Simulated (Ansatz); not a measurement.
## A computed series for PbSe: response to strain

Consider PbSe in the rock salt structure (space group Fm-3m, No. 225; a = 6.178 Å).

Strains are applied to the cell and any free atomic positions relax.

All numbers come from r2SCAN/PAW in Ansatz (a first-principles code), no spin-orbit coupling.

```json
[
 {"isotropic strain (%)": "0", "pressure (GPa)": "0.0"},
 {"isotropic strain (%)": "0.5", "pressure (GPa)": "?"},
 {"isotropic strain (%)": "1", "pressure (GPa)": "-1.4"},
 {"isotropic strain (%)": "1.5", "pressure (GPa)": "-2.1"},
 {"isotropic strain (%)": "2", "pressure (GPa)": "-2.7"},
 {"isotropic strain (%)": "2.5", "pressure (GPa)": "-3.2"},
 {"isotropic strain (%)": "3", "pressure (GPa)": "-3.8"}
]
```

Fit P = P₀ − Bδ + Cδ² with δ = (1 + ε)³ − 1 to the rows shown and predict the withheld row.

Least squares on the printed values gives P₀ = 0.0 GPa, B = 49.8 GPa, C = 97.6 GPa (largest residual 0.1 GPa); this predicts -0.7 GPa, and the run gives -0.8 GPa, in agreement.

Stability against distortions was not tested.
